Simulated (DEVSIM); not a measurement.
Device: W/SiO2/p-Si capacitor, at 250 K.

```tsv
layer (left to right)	material	thickness (nm)	Na (cm⁻³)
1	SiO2	14.0	-
2	Si	1100	2.5e17
```

Metal gate on the left, work function 4.6 eV. Fixed charge at the semiconductor interface 2.3e10 cm⁻² (in units of +e); interface traps 3.7e11 cm⁻² eV⁻¹, uniform in energy, neutral level at 0.5 of the gap above the valence band.

Constants are typed, rounded textbook-type inputs, not results; the design itself was drawn at random and stands for no fabricated device. Values at 300 K; Nc and Nv go as T^1.5, mobilities as T to minus their exponent, the gap by Varshni's rule with the affinity fixed.

```csv
parameter,SiO2,Si
gap (eV),9,1.124
affinity (eV),0.9,4.05
permittivity,3.9,11.7
Nc (cm⁻³),-,2.86e19
Nv (cm⁻³),-,3.1e19
Varshni α (eV/K),-,0.000473
Varshni β (K),-,636
```

Simulated with DEVSIM: 1D Poisson equation in equilibrium, Boltzmann statistics, complete ionisation; no quantum confinement or tunnelling. Metal contacts follow the ideal Schottky-Mott rule: no Fermi-level pinning, no interface dipoles.

The interface trap density was swept, all else fixed.

```csv
interface trap density (cm^-2 eV^-1),minimum of the low-frequency capacitance (μF/cm²),flat-band voltage (V)
0,0.0973,-0.50
1e10,0.0979,-0.51
1e11,0.103,-0.53
3e11,0.114,-0.59
3.7e11,0.117,-0.62
1e12,0.140,-0.81
2e12,…,-1.11
```

Question: Complete the blanks.

Answer: 
- 2e12, minimum of the low-frequency capacitance (μF/cm²): 0.163
